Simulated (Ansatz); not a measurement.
GaN, pressure series

The parent structure is GaN in the zinc blende structure (space group F-43m, No. 216; a = 4.498 Å).

Cell and atoms are relaxed at each pressure.

Method: PBEsol/PAW in Ansatz (a program for electronic structure), no spin-orbit coupling.

Notes on the quantities. enthalpy: H = E + PV relative to the base's energy.

| change | density | band gap | enthalpy |
|---|---|---|---|
| base | 6.11 g/cm³ | 1.70 eV | – |
| pressure −2 GPa | 6.04 g/cm³ | 1.63 eV | -0.14 eV/atom |
| pressure −1 GPa | 6.08 g/cm³ | 1.67 eV | -0.07 eV/atom |
| pressure 0.9 GPa | 6.14 g/cm³ | 1.73 eV | +0.06 eV/atom |
| pressure 2.1 GPa | 6.18 g/cm³ | 1.77 eV | +0.15 eV/atom |
| pressure 4.5 GPa | … | 1.84 eV | +0.32 eV/atom |
| pressure 9 GPa | 6.38 g/cm³ | … | +0.62 eV/atom |
| pressure 15 GPa | 6.54 g/cm³ | 2.14 eV | +1.03 eV/atom |
| pressure 22.5 GPa | 6.73 g/cm³ | 2.31 eV | +1.52 eV/atom |
| pressure 30 GPa | 6.90 g/cm³ | … | +2.00 eV/atom |

Task: Fill in the withheld entries from the trend.

Result: 
- pressure 4.5 GPa, density: 6.25 g/cm³
- pressure 9 GPa, band gap: 1.98 eV
- pressure 30 GPa, band gap: 2.47 eV

Load acts through the strain it causes; cell and atoms are relaxed under it. Stability against distortions was not tested. Tetrahedral semiconductors of this kind turn to denser phases somewhere between about 1 and 50 GPa; those were not computed, so compressed cells here can lie past the real transition. This is not the structure that GaN has at room temperature and ambient pressure.
